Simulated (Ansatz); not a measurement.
# Ga2O3: pressure 4.5 GPa

Consider Ga$_{2}$O$_{3}$ in the corundum structure (space group R-3c, No. 167; a = 4.950 Å, c = 13.306 Å (hexagonal axes)).

Now apply this change: a hydrostatic pressure of 4.5 GPa.

The values are results of LDA in Ansatz (plane waves to 420 eV, PAW, spin-orbit coupling left out), not measurements. k-mesh 8×8×8 (Γ-centred); smearing 0.05 eV (Fermi–Dirac).

The volume per atom shrinks by 0.17 Å³ (9.41 Å³ → 9.24 Å³) and the density goes up by 0.121 g/cm³ (6.61 g/cm³ → 6.74 g/cm³). The lattice parameter a shrinks by 0.026 Å (4.950 Å → 4.924 Å) and the c/a ratio shrinks by 0.006 to 2.682. The enthalpy H = E + PV relative to the base's energy amounts to +0.26 eV/atom and the band gap rises by 0.20 eV (3.04 eV → 3.24 eV). The gap character is still indirect, Γ–S₀ (50 % along) → Γ and the mean gap deformation potential ΔEg/Δln V amounts to -10.9 eV. The electron mass goes from 0.24 mₑ (at Γ) to 0.25 mₑ (at Γ).

Final structure:

```xyz
10
Lattice="2.4619 1.4214 4.4019 -2.4619 1.4214 4.4019 0.0000 -2.8427 4.4019" Properties=species:S:1:pos:R:3 pbc="T T T"
Ga     0.0000     0.0000     8.5060
Ga     0.0000     0.0000     1.9032
Ga     0.0000     0.0000     4.6996
Ga     0.0000     0.0000    11.3025
O      0.7454     1.5516     5.5023
O     -1.7165    -0.1303     5.5023
O     -0.7454    -1.5516     7.7033
O     -0.9711     1.4214     7.7033
O      1.7165     0.1303     7.7033
O      0.9711    -1.4214     5.5023
```

Load acts through the strain it causes; cell and atoms are relaxed under it. Masses are band curvatures over ±0.01 Å⁻¹ around the edge. No phonon test of stability was made.

Ansatz is a program for electronic structure.
